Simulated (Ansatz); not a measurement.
We consider CsCl-type ZrRu, described by LDA in Ansatz (PAW).

Numerical settings: plane-wave cutoff 520 eV, 18×18×18 k mesh, Fermi–Dirac smearing 0.05 eV, no spin polarisation, scalar-relativistic PAW data made under PBE.

Computed at the level's own relaxed cell.

Q: Give the computed lattice constant a and bulk modulus.

A: 
lattice constant a: 3.209 Å
bulk modulus: 211 GPa

The run finds no gap.

Note: the bulk modulus is −V dP/dV from two relaxed cells at ±2 % in volume.

Computed values are for the static lattice.

Cost on a shared machine: around 50 core-seconds (rough).

Ansatz is a first-principles code.
